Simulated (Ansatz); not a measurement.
## C, response to strain

The reference is C in the graphite type structure (space group P6_3/mmc, No. 194; a = 2.455 Å, c = 6.671 Å; layered, stacked along the Cartesian z axis). Axes: x lies along a and z along c of the hexagonal cell.

Strains are applied to the cell and any free atomic positions relax; under biaxial strain the out-of-plane vector relaxes too.

Computed with r2SCAN+rVV10/PAW in Ansatz (a first-principles code), no spin-orbit coupling.

Notes on the quantities. energy relative to the base: free energy F; pressure: mean of the normal stresses, compression positive.

```csv
variant,energy relative to the base,pressure,shortest interatomic distance
base,0 meV/atom,0.0 GPa,141.8 pm
"biaxial strain −4.85 %, plane normal [001], relaxed out of plane",–,53.7 GPa,134.9 pm
isotropic strain −0.96 %,+6.7 meV/atom,8.9 GPa,140.4 pm
isotropic strain +3.82 %,+94 meV/atom,-26.7 GPa,147.2 pm
uniaxial strain ε_xx = +0.60 %,+1.1 meV/atom,-2.5 GPa,141.9 pm
uniaxial strain ε_yy = −1.20 %,+4.4 meV/atom,5.4 GPa,140.3 pm
```

The mesh was chosen for an insulator and is coarse for the gapless case. Whether these cells are dynamically stable was not tested.
